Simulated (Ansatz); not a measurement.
The parent structure is ZrO2 (space group Pca2_1, No. 29).

```xyz
12
Lattice="5.2566 0.0000 0.0000 0.0000 5.0501 0.0000 0.0000 0.0000 5.0704" Properties=species:S:1:pos:R:3 pbc="T T T"
Zr     0.1649     1.3495     1.2539
Zr     5.0918     3.7006     3.7891
Zr     2.7932     3.7006     1.2539
Zr     2.4635     1.3495     3.7891
O      1.9302     0.3539     0.5512
O      3.3265     4.6963     3.0864
O      4.5585     4.6963     0.5512
O      0.6981     0.3539     3.0864
O      1.2199     2.7180     5.0704
O      4.0367     2.3321     2.5352
O      3.8483     2.3321     5.0704
O      1.4084     2.7180     2.5352
```

Cartesian axes are those of the cell as printed.

All numbers come from PBEsol/PAW in Ansatz (an electronic-structure program), spin-orbit coupling left out.

Before the change:

The volume per atom is 11.22 Å³.

One thing is altered: compressive biaxial strain of 0.79 % in the plane normal to [001], as in epitaxy on a mismatched substrate; the out-of-plane cell vector and the atoms relax.

Question: Estimate the effect on the volume per atom.

Answer: The volume per atom shrinks by 0.12 Å³, from 11.22 Å³ to 11.10 Å³.

Question: Estimate the effect on the in-plane stress.

Answer: The mean in-plane stress (compression positive) amounts to +3.6 GPa.

Whether these cells are dynamically stable was not tested. This is not the structure that ZrO2 has at room temperature and ambient pressure.
